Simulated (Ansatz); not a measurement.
An Ansatz (a program for electronic structure) input (DFT with r2SCAN, PAW potentials and a 500 eV plane-wave cutoff in Ansatz, no SOC):

Ansatz 0.2 input:
```yaml
crystal:
  lattice:
    - [3.813827328, 0, 0]
    - [0, 3.813827328, 0]
    - [1.906913664, -1.906913664, 2.5539572004]
  atoms:
    - { symbol: S, position: [0, 0, 0] }
    - { symbol: Mg, position: [0.5, 0.5, 1] }
basis: { ecutwfc: 500, ecutrho_ratio: 4, xc_grid: 4, fft_grid_basis: typed }
kpoints: { mp_grid: { grid: [11, 11, 11] } }
hamiltonian:
  xc: r2scan
  dispersion: none
  pseudopotentials: { kind: paw }
scf: { occupations: { method: fermi_dirac, width: 0.05 } }
relax: { f_tol: 0.005, max_steps: 50, cell: { stress_tol: 0.01, fix: [a, b, gamma] } }
output: { forces: true, stress: true }
checkpoint: { write: state.ck, write_every: 1000 }
```

Task: Which symmetry and how many k-points will the program report, and about how many plane waves at Γ?

Result: Space group I4/mmm (ITA 139) with 16 operations, k-points 126 of 1331, and 925 plane waves at Γ.

Task: And the final pressure?

Result: -3.26 GPa (compression positive).

The cells carry an imposed strain or load. No phonon test of stability was made. The cell was made from MgS in the rock salt structure (space group Fm-3m, No. 225) by this change: biaxial strain +3.66 %, plane normal [001], relaxed out of plane.
